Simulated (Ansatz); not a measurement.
The starting structures come from a database of crystals and need not be the phases stable at ambient conditions.

 Where the default PAW files enter, the runs use the earlier of Ansatz's two default sets.

By PBEsol, the system below comes out a metal.

The ballistic (Sharvin) conductance counts the channels at the Fermi level: G/A = (e²/h) × channels of both spins per area.

```yaml
crystal:
  lattice:
    - [6.36358, 0.00000, 0.00000]
    - [0.00000, 7.58469, 0.00000]
    - [0.95417, 0.00000, 3.36162]
  atoms:
    - { symbol: Ge, position: [0.00000, 0.00000, 0.50000] }
    - { symbol: Ge, position: [0.00000, 0.50000, 0.50000] }
    - { symbol: Ge, position: [0.48716, 0.25000, 0.75652] }
    - { symbol: Ge, position: [0.51284, 0.75000, 0.24348] }
    - { symbol: Pt, position: [0.06923, 0.25000, 0.96552] }
    - { symbol: Pt, position: [0.93077, 0.75000, 0.03448] }
    - { symbol: Pt, position: [0.67990, 0.05882, 0.16044] }
    - { symbol: Pt, position: [0.32010, 0.94118, 0.83956] }
    - { symbol: Pt, position: [0.32010, 0.55882, 0.83956] }
    - { symbol: Pt, position: [0.67990, 0.44118, 0.16044] }
```

Space group of this cell: P2_1/m. The cell is taken as given; by PBEsol its mean pressure is -2.7 GPa.

The current flows along the normal of the first two printed cell vectors. No spin-orbit coupling; the value is a mean over 0.1 eV about the Fermi level.

Compute, with PBEsol (Ansatz, a program for electronic structure), the ballistic conductance per area.

0.71 × 10¹⁵ S/m² for both spins.
